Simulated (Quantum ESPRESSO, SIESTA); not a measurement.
**Equation of state of zinc-blende ZnS (space group 216): energy against volume (SIESTA, LDA)**

```xyz
2
Lattice="0.0000 2.5998 2.5998 2.5998 0.0000 2.5998 2.5998 2.5998 0.0000" Properties=species:S:1:pos:R:3 pbc="T T T"
Zn     0.0000     0.0000     0.0000
S      3.8997     3.8997     3.8997
```

Method of the run: LDA PW92, numerical atomic orbitals DZP, PseudoDojo LDA standard norm-conserving potentials (rewritten from UPF to PSML) in SIESTA. Settings: XC.functional = LDA; XC.authors = PW92; potentials = PseudoDojo LDA standard; PAO.BasisSize = DZP; PAO.EnergyShift = 0.01 Ry; MeshCutoff = 455 Ry; kgrid.MonkhorstPack = 11 11 11; OccupationFunction = FD; ElectronicTemperature = 116.05 K; MaxSCFIterations = 150; SCF.Mixer.Method = Broyden; SCF.Mixer.Weight = 0.25; SCF.Mixer.History = 8; SCF.DM.Tolerance = 1.0E-05. The cell above is the first row's. The rows scale it uniformly. In all rows fractional positions and the k mesh are held. E is the free energy at the stated smearing, counted from the lowest row.

| V (Å^3/atom) | E (meV/atom) |
|---|---|
| 17.572 | ? |
| 17.954 | 2.86 |
| 18.336 | 0.00 |
| 18.718 | 2.25 |
| 19.100 | 9.15 |
| 19.482 | 20.20 |
| 19.864 | 35.32 |
| 20.246 | 53.80 |
| 20.628 | 75.27 |

Fit E of the 8 rows that show it with the third-order Birch-Murnaghan form, a cubic in V^(-2/3). With u = V^(-2/3) - 0.139, the rows have u = 0.006845, 0.004813, 0.002849, 0.000952, -0.000884, -0.002660, -0.004381, -0.006048. Least squares gives E = 14.385 - 6119.89·u + 651290·u² - 406163·u³. Residuals (row less fit): -0.020, 0.028, 0.024, 0.001, -0.104, 0.040, 0.069, -0.041; standard error 0.072 (degrees of freedom: 4). Its minimum lies at u = 0.004719, so V0 = (0.143719)^(-3/2) = 18.35. There d²E/du² = 1291000 and d³E/du³ = -2437000, so B0 = (4/9) × 18.35^(-7/3) × 1291000 × 0.160218 = 103 GPa (the last factor turns the table's units into GPa), and B0' = 4 + (2/3) × 0.143719 × (-2437000)/1291000 = 3.8. The program's pressures in the fitted runs (not shown) pass through zero at V = 18.36, 0.01 % from this V0.

Question: Estimate the missing E (V = 17.572); what did the run itself give?

Answer: u = 0.008951, so E = 14.385 - 6119.89 × 0.008951 + 651290 × 0.008951² - 406163 × 0.008951³ = 11.496 meV/atom. The calculation gives 11.40 meV/atom, 0.096 meV/atom below the prediction (0.1 % of the range of E in the table). The row lies outside the fitted rows, so this is an extrapolation. From the scatter of the fitted rows alone, a prediction at this place has a standard error of 0.213 meV/atom, so the miss is 0.5 times that.

Carrying the step between the two nearest rows on in a straight line would have given 5.72, off by 5.68; series whose last step already gives the withheld value aren't shown. The scan was laid around a cell of about the measured size, scaled by a guess for this functional. The runs keep the symmetry of the cell, so they don't test it for distortions. A plane-wave scan with the same functional (Quantum ESPRESSO, GBRV) gives V0 = 18.62 Å^3/atom and B0 = 86.4 GPa; a Birch-Murnaghan fit to all rows here lies -1.4 % from it in V0 and 19 % in B0; the two differ in basis, and may differ in potentials and mesh. Values carry the incompleteness of an atom-centred basis. Cutoffs and mesh are single choices, not tested for convergence of this quantity. Series with a scatter that would blur these digits, or in which a gap closes, are not shown. Nor are scans whose minimum lies at an end fitted in this form.
